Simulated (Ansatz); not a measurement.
## Mg2Ge: energy against volume

Mg2Ge (antifluorite, Fm-3m, 20.703 Å³/atom and stress up to 0.01 GPa in the relaxed cell, cube axes along x, y and z) under an equal strain ε along all three axes. LDA in Ansatz, a plane-wave DFT program (PAW, default set), 420 eV, 13×13×13 Γ-centred mesh, Fermi-Dirac smearing 0.05 eV; ions are relaxed, or left where forces stay under 0.02 eV/Å, within the symmetry of each cell.

Here V stands for volume and E for E less E0.

| volume (Å³/atom) | E less E0 (meV/atom) | pressure (GPa) |
|---|---|---|
| 18.8955 | ? | ? |
| 19.4860 | 13.96 | 3.86 |
| 19.7857 | 7.73 | 2.80 |
| 20.0886 | 3.39 | 1.80 |
| 20.3945 | 0.84 | 0.87 |
| 20.7035 | 0.00 | 0.00 |
| 21.0156 | 0.80 | -0.82 |
| 21.3308 | 3.15 | -1.58 |
| 21.6492 | 7.00 | -2.29 |
| 21.9707 | 12.26 | -2.95 |

**Question.** Using the third-order Birch-Murnaghan form, a cubic in V^(-2/3), estimate the missing E at V = 18.8955 from the other rows, showing the fit.

**Answer.** With u = V^(-2/3) - 0.133, the rows have u = 0.005097, 0.003699, 0.002322, 0.000965, -0.000371, -0.001688, -0.002984, -0.004262, -0.005521. Least squares gives E = 0.067 + 350.3·u + 464786·u² + 237559·u³. Residuals (row less fit): 0.001, -0.004, 0.001, 0.002, -0.001, 0.001, -0.004, 0.002, 0.000; standard error 0.003 (degrees of freedom: 5). Its minimum lies at u = -0.000377, so V0 = (0.132623)^(-3/2) = 20.70. There d²E/du² = 929000 and d³E/du³ = 1425000, so B0 = (4/9) × 20.70^(-7/3) × 929000 × 0.160218 = 56.2 GPa (the last factor turns the table's units into GPa), and B0' = 4 + (2/3) × 0.132623 × (1425000)/929000 = 4.1. B0' rests on the cubic coefficient alone and has a standard error of 0.1 from these residuals. At the withheld row, u = 0.007960, so E = 0.067 + 350.3 × 0.007960 + 464786 × 0.007960² + 237559 × 0.007960³ = 32.425 meV/atom. The calculation gives 32.41 meV/atom, 0.015 meV/atom below the prediction (0.0 % of the range of E in the table). The row lies outside the fitted rows, so this is an extrapolation. The scatter of the fitted rows lies at the last printed digit.

This level leaves no gap over 0.05 eV at strain -3.00, -2.00 %. Other structures, which can take over under pressure, weren't tried. The same form fitted to the pressure column gives B0' = 4.2; series where the two differ by over 0.4 aren't shown. Rows are the converged runs of the series near zero and its far end, less any whose ions stayed unrelaxed beside relaxed ones; series whose fitted rows scatter by over a few per cent of the range, as at a crossing or softening among them, aren't shown in this form.
